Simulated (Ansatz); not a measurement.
Functionals compared on the (21-33) surface of hcp Zn in its 1x1 cell, outermost plane spacing 0.13 Å in the ideal cut, in Ansatz (plane waves, PAW). The structure was relaxed with PBE; the other rows are single points on it, each with its references at the same level. Cutoff 420 eV (500 eV for r2SCAN).

Model: 28-atom slab, 10.1 Å thick at the start (thin: gaps and levels are the slab's own), 7x6x1 mesh, Fermi-Dirac 0.1 eV, dipole correction, all atoms relaxed; held to the start's symmetry, so lower structures may exist; no spin, no spin-orbit, no U. These notes are the PBE run's.

```tsv
functional	surface energy (J/m²)	work function of the top face (eV)	rough cost of the single point
PBE	0.73	4.31	–
LDA	1.19	4.61	roughly 10 core-minutes
PBEsol	1.06	4.42	very roughly 11 core-minutes
RPBE	0.52	4.17	roughly 11 core-minutes
r2SCAN	?	?	roughly 23 core-minutes
```

### Question
Fill in the missing entries.

### Answer

- r2SCAN, surface energy (J/m²): 0.98
- r2SCAN, work function of the top face (eV): 4.41

Ansatz is an electronic-structure program.
